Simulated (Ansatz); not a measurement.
## LiF (model structure, P6₃/mmc, No. 194): smallest direct gap on the k points sampled by level of theory

No measured value is used here.

```json
[
 {"level (code)": "PBE (Ansatz)", "value (eV)": "7.54", "cell (Å³/atom)": "9.83"},
 {"level (code)": "PBEsol (Ansatz)", "value (eV)": "(withheld)", "cell (Å³/atom)": "9.44"},
 {"level (code)": "PBE-D3(BJ) (Ansatz)", "value (eV)": "7.78", "cell (Å³/atom)": "9.39"},
 {"level (code)": "r²SCAN (Ansatz)", "value (eV)": "8.54", "cell (Å³/atom)": "9.31"},
 {"level (code)": "r²SCAN+rVV10 (Ansatz)", "value (eV)": "8.50", "cell (Å³/atom)": "9.20"}
]
```

Q: Some entries are withheld; supply them.

A: 
- PBEsol (Ansatz, a quantum-chemistry and plane-wave program), value (eV): 7.59

Computed values are for a static lattice.  Each level is taken at its own relaxed cell. Cutoffs differ between the levels. Ansatz's density-functional and Hartree–Fock values are scalar-relativistic unless marked +SOC, with PAW data made under PBE.

A model structure was made by putting elements into a prototype or built by hand; it is no filed structure, need not be a known phase, and can be a saddle point held by its symmetry.
